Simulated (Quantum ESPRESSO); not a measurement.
Input and output of a relaxation of the atoms for CsCaH3 (P4mm, 5 atoms in the cell) (Quantum ESPRESSO).

Computed with LDA (PZ), GBRV 1.5 ultrasoft (LDA) pseudopotentials (plane waves; Quantum ESPRESSO).

Input:

```fortran
&CONTROL
  calculation = 'relax'
  prefix = 'scf'
  outdir = './work'
  pseudo_dir = './'
  forc_conv_thr = 1.9e-04
/
&SYSTEM
  ibrav = 0
  nat = 5
  ntyp = 3
  ecutwfc = 40
  ecutrho = 200
  occupations = 'fixed'
  nbnd = 15
/
&ELECTRONS
  conv_thr = 1e-10
  mixing_beta = 0.7
/
&IONS
/
ATOMIC_SPECIES
Cs   132.9055  cs_lda_v1.uspp.F.UPF
Ca    40.0780  ca_lda_v1.uspp.F.UPF
H      1.0080  h_lda_v1.4.uspp.F.UPF
CELL_PARAMETERS {bohr}
   8.68911946     0.00000000     0.00000000
   0.00000000     8.68911946     0.00000000
   0.00000000     0.00000000     8.68911946
ATOMIC_POSITIONS {crystal}
Cs    0.00000000    0.00000000    0.03262200
Ca    0.50000000    0.50000000    0.50000000
H     0.50000000    0.00000000    0.50000000
H     0.00000000    0.50000000    0.50000000
H     0.50000000    0.50000000    0.00000000
K_POINTS {automatic}
3 3 3  0 0 0
```

The program printed (abridged):

```
     Self-consistent Calculation

     iteration #  1     ecut=    40.00 Ry     beta= 0.70

     total energy              =    -141.48412538 Ry
     estimated scf accuracy    <       0.30129813 Ry

     iteration #  2     ecut=    40.00 Ry     beta= 0.70

     total energy              =    -141.54557357 Ry
     estimated scf accuracy    <       0.00733281 Ry

     iteration #  3     ecut=    40.00 Ry     beta= 0.70

     total energy              =    -141.54688435 Ry
     estimated scf accuracy    <       0.00035716 Ry

   [... 4 blocks of this kind left out ...]

     iteration #  8     ecut=    40.00 Ry     beta= 0.70

     total energy              =    -141.54700039 Ry
     estimated scf accuracy    <          1.1E-09 Ry

     iteration #  9     ecut=    40.00 Ry     beta= 0.70
     End of self-consistent calculation

     highest occupied, lowest unoccupied level (ev):     2.7808    6.4678

!    total energy              =    -141.54700039 Ry
     estimated scf accuracy    <          7.7E-11 Ry

     convergence has been achieved in   9 iterations

     Forces acting on atoms (cartesian axes, Ry/au):

     atom    1 type  1   force =     0.00000000    0.00000000   -0.00812266
     atom    2 type  2   force =     0.00000000    0.00000000    0.00484530
     atom    3 type  3   force =     0.00000000    0.00000000    0.00071861
     atom    4 type  3   force =     0.00000000    0.00000000    0.00071861
     atom    5 type  3   force =     0.00000000    0.00000000    0.00184014

     Total force =     0.009689     Total SCF correction =     0.000004

     BFGS Geometry Optimization
   [... lines left out ...]
     highest occupied, lowest unoccupied level (ev):     2.7773    6.4742
!    total energy              =    -141.54814127 Ry
     Total force =     0.000117     Total SCF correction =     0.000000
     bfgs converged in  18 scf cycles and  17 bfgs steps
     Final energy             =    -141.5481412701 Ry
   [... lines left out ...]
Begin final coordinates

ATOMIC_POSITIONS (crystal)
Cs               0.0000000000        0.0000000000        0.0065508590
Ca               0.5000000000        0.5000000000        0.5064070333
H                0.5000000000        0.0000000000        0.5065677154
H                0.0000000000        0.5000000000        0.5065677154
H                0.5000000000        0.5000000000        0.0065286768
End final coordinates

   JOB DONE.
```

The run converged.  The full log also holds: “WARNING: bfgs curvature condition failed, Theta= 0.842”. The full log also holds: “WARNING: bfgs curvature condition failed, Theta= 0.957”.

Summary of the result:
```
Quantity                                                  Value
------------------------------------------------  -------------
Free energy E − TS                                -1925.8606 eV
Top of the valence band (on the code's own zero)        2.78 eV
Gap on the k-point mesh                                 3.70 eV
Largest force (vector length)                        0.003 eV/Å
Relaxation steps                                             17
```

The starting cell comes from a database of computed structures (which also holds hypothetical and non-ambient phases and stackings), without a prior relaxation at this level. Its lattice was rescaled by up to half a per cent. For this run, on top of that: one atom moved by 0.15 angstrom. The relaxation keeps the symmetry of its start, so its end need not be a minimum.

Cost on one core of a shared machine: roughly 80 s.
